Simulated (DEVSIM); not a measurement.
Device: Pt/SiO2/n-GaAs capacitor, at 300 K.

```
layer (left to right)  material  thickness (nm)  Nd (cm⁻³)
---------------------  --------  --------------  ---------
1                          SiO2            7.10          -
2                          GaAs            3800     2.9e16
```

Metal gate on the left, work function 5.6 eV. Fixed charge at the semiconductor interface 0 cm⁻² (in units of +e); no interface traps.

Constants are typed, rounded textbook-type inputs, not results; the design itself was drawn at random and stands for no fabricated device. Values at 300 K.

```tsv
parameter	SiO2	GaAs
gap (eV)	9	1.424
affinity (eV)	0.9	4.07
permittivity	3.9	12.9
Nc (cm⁻³)	-	4.7e17
Nv (cm⁻³)	-	9e18
```

Model (solved in DEVSIM): 1D Poisson equation in equilibrium, Boltzmann statistics, complete ionisation; no quantum confinement or tunnelling. Metal contacts follow the ideal Schottky-Mott rule: no Fermi-level pinning, no interface dipoles.

Task: Give the band bending (positive: bands bend down) and minority sheet density.

Result: 
| Vg (V) | ψs (V) | minority carriers (cm⁻²) |
|---|---|---|
| -0.5 | -1.348 | 1.1e12 |
| -0.2 | -1.308 | 3.4e11 |
| 0.1 | -1.135 | 5.6e8 |
| 0.4 | -0.864 | < 1e8 |
| 0.7 | -0.598 | < 1e8 |
| 1 | -0.339 | < 1e8 |
| 1.3 | -0.100 | < 1e8 |
| 1.6 | 0.058 | < 1e8 |
